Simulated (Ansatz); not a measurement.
Electronic density of states of amorphous Si$_{24}$O$_{49}$Ag$_{2}$, density 2.45 g/cm³, on a 2×2×2 Γ-centred mesh with a Gaussian width of 0.1 eV; energies count from the Fermi level, whose place inside the gap is arbitrary. Cell and mesh are small, so fine structure isn't converged. Calculation: PBE, scalar-relativistic without spin-orbit coupling (plane waves to 420 eV, PAW; Ansatz, a first-principles code). Sampling: a 2×2×2 Γ-centred mesh; Fermi-Dirac width 0.02 eV; no spin polarisation. At PBE the levels at both edges of the gap are localised (band-tail or defect states), and the nearest spread-out levels lie 5.7 eV apart at the zone centre.

The cell was made by melting and quenching with the CHGNet potential and then relaxed with DFT. O atoms were pushed apart under 1.9 Å during the dynamics, to hinder bonds among them. The hot cell started wider than the set density and was brought back towards it in steps. It is the lowest in DFT energy of 2 quenches. It is a model cell: composition and starting density were chosen by hand, and all elements were melted together. No dispersion term was used. Its density started from a set value of 2.45 and ended at 2.45 g/cm³. The quench (nominally 400 K/ps over its main leg) was far faster than any real one, so the model tends to hold more defects than a real film. Values belong to this one cell and scatter from quench to quench. The volume was held where the preparation left it and the shape relaxed, at a PBE pressure of -1.1 GPa (tension). Stress components on the final sampling reach 1.1 GPa.

| E - EF (eV) | states/(eV atom) |
|---|---|
| -12.00 | 0.05 |
| -11.90 | 0.11 |
| -11.80 | 0.15 |
| -11.70 | 0.15 |
| -11.60 | 0.18 |
| -11.50 | 0.16 |
| -11.40 | 0.16 |
| -11.30 | 0.14 |
| -11.20 | 0.18 |
| -11.10 | 0.20 |
| -11.00 | 0.15 |
| -10.90 | 0.16 |
| -10.80 | 0.19 |
| -10.70 | 0.22 |
| -10.60 | 0.20 |
| -10.50 | 0.17 |
| -10.40 | 0.18 |
| -10.30 | 0.16 |
| -10.20 | 0.16 |
| -10.10 | 0.17 |
| -10.00 | 0.19 |
| -9.90 | 0.21 |
| -9.80 | 0.19 |
| -9.70 | 0.21 |
| -9.60 | 0.19 |
| -9.50 | 0.16 |
| -9.40 | 0.16 |
| -9.30 | 0.20 |
| -9.20 | 0.22 |
| -9.10 | 0.18 |
| -9.00 | 0.19 |
| -8.90 | 0.20 |
| -8.80 | 0.16 |
| -8.70 | 0.14 |
| -8.60 | 0.20 |
| -8.50 | 0.33 |
| -8.40 | 0.53 |
| -8.30 | 0.65 |
| -8.20 | 0.61 |
| -8.10 | 0.51 |
| -8.00 | 0.51 |
| -7.90 | 0.61 |
| -7.80 | 0.67 |
| -7.70 | 0.63 |
| -7.60 | 0.44 |
| -7.50 | 0.34 |
| -7.40 | 0.28 |
| -7.30 | 0.10 |
| -7.20 | 0.11 |
| -7.10 | 0.12 |
| -7.00 | 0.03 |
| -6.90 | 0.05 |
| -6.80 | 0.22 |
| -6.70 | 0.22 |
| -6.60 | 0.05 |
| -6.50 | 0.02 |
| -6.40 | 0.16 |
| -6.30 | 0.37 |
| -6.20 | 0.39 |
| -6.10 | 0.41 |
| -6.00 | 0.48 |
| -5.90 | 0.51 |
| -5.80 | 0.56 |
| -5.70 | 0.65 |
| -5.60 | 0.69 |
| -5.50 | 0.68 |
| -5.40 | 0.70 |
| -5.30 | 0.71 |
| -5.20 | 0.74 |
| -5.10 | 0.76 |
| -5.00 | 0.81 |
| -4.90 | 0.83 |
| -4.80 | 0.80 |
| -4.70 | 0.85 |
| -4.60 | 0.92 |
| -4.50 | 0.93 |
| -4.40 | 0.90 |
| -4.30 | 0.89 |
| -4.20 | 0.91 |
| -4.10 | 0.96 |
| -4.00 | 0.90 |
| -3.90 | 0.89 |
| -3.80 | 0.86 |
| -3.70 | 0.78 |
| -3.60 | 0.77 |
| -3.50 | 0.91 |
| -3.40 | 1.02 |
| -3.30 | 0.98 |
| -3.20 | 0.89 |
| -3.10 | 0.85 |
| -3.00 | 0.80 |
| -2.90 | 0.71 |
| -2.80 | 0.42 |
| -2.70 | 0.24 |
| -2.60 | 0.07 |
| -2.50 | 0.03 |
| -2.40 | 0.11 |
| -2.30 | 0.11 |
| -2.20 | 0.02 |
| -2.10 | 0.00 |
| -2.00 | 0.00 |
| -1.90 | 0.00 |
| -1.80 | 0.01 |
| -1.70 | 0.09 |
| -1.60 | 0.19 |
| -1.50 | 0.21 |
| -1.40 | 0.20 |
| -1.30 | 0.09 |
| -1.20 | 0.01 |
| -1.10 | 0.00 |
| -1.00 | 0.00 |
| -0.90 | 0.00 |
| -0.80 | 0.00 |
| -0.70 | 0.00 |
| -0.60 | 0.00 |
| -0.50 | 0.00 |
| -0.40 | 0.00 |
| -0.30 | 0.00 |
| -0.20 | 0.00 |
| -0.10 | 0.00 |
| 0.00 | 0.00 |
| 0.10 | 0.00 |
| 0.20 | 0.00 |
| 0.30 | 0.00 |
| 0.40 | 0.00 |
| 0.50 | 0.00 |
| 0.60 | 0.00 |
| 0.70 | 0.00 |
| 0.80 | 0.00 |
| 0.90 | 0.00 |
| 1.00 | 0.00 |
| 1.10 | 0.00 |
| 1.20 | 0.01 |
| 1.30 | 0.05 |
| 1.40 | 0.13 |
| 1.50 | 0.07 |
| 1.60 | 0.01 |
| 1.70 | 0.00 |
| 1.80 | 0.00 |
| 1.90 | 0.00 |
| 2.00 | 0.00 |
| 2.10 | 0.00 |
| 2.20 | 0.00 |
| 2.30 | 0.00 |
| 2.40 | 0.00 |
| 2.50 | 0.00 |
| 2.60 | 0.00 |
| 2.70 | 0.01 |
| 2.80 | 0.03 |
| 2.90 | 0.05 |
| 3.00 | 0.05 |
| 3.10 | 0.06 |
| 3.20 | 0.06 |
| 3.30 | 0.09 |
| 3.40 | 0.10 |
| 3.50 | 0.07 |
| 3.60 | 0.09 |
| 3.70 | 0.10 |
| 3.80 | 0.11 |
| 3.90 | 0.16 |
| 4.00 | 0.16 |
| 4.10 | 0.13 |
| 4.20 | 0.10 |
| 4.30 | 0.11 |
| 4.40 | 0.15 |
| 4.50 | 0.16 |
| 4.60 | 0.19 |
| 4.70 | 0.21 |
| 4.80 | 0.17 |
| 4.90 | 0.16 |
| 5.00 | 0.20 |
| 5.10 | 0.23 |
| 5.20 | 0.29 |
| 5.30 | 0.31 |
| 5.40 | 0.33 |
| 5.50 | 0.36 |
| 5.60 | 0.39 |
| 5.70 | 0.37 |
| 5.80 | 0.36 |
| 5.90 | 0.43 |
| 6.00 | 0.47 |
| 6.10 | 0.47 |
| 6.20 | 0.51 |
| 6.30 | 0.54 |

The gap between localised states on this mesh is 2.71 eV; the broadening fills part of it in the curve.
